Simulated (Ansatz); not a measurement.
Data:

```xyz
3
Lattice="0.0000 2.9704 3.4073 2.9704 0.0000 3.4073 2.9704 2.9704 0.0000" Properties=species:S:1:pos:R:3 pbc="T T T"
Ba     0.0000     0.0000     0.0000
F      1.4852     1.4852     1.7036
F      4.4557     4.4557     5.1109
```

No spin polarisation.

Calculations: PBEsol in Ansatz (plane waves to 420 eV, PAW, no spin-orbit coupling). Γ-centred 9×9×9 mesh, Fermi–Dirac width 0.05 eV.

Q: Predict the space group, band gap and smallest direct gap.

A: 
```json
{
  "space_group": "I4/mmm (No. 139)",
  "band_gap": "6.24 eV",
  "smallest_direct_gap": "6.31 eV"
}
```

Load acts through the strain it causes; cell and atoms are relaxed under it. Beyond what the load breaks, stability against distortions was not tested. The cell was made from BaF$_{2}$ in the fluorite structure (space group Fm-3m, No. 225) by this change: uniaxial stress, 8 GPa tension along z.

Ansatz is an electronic-structure program.
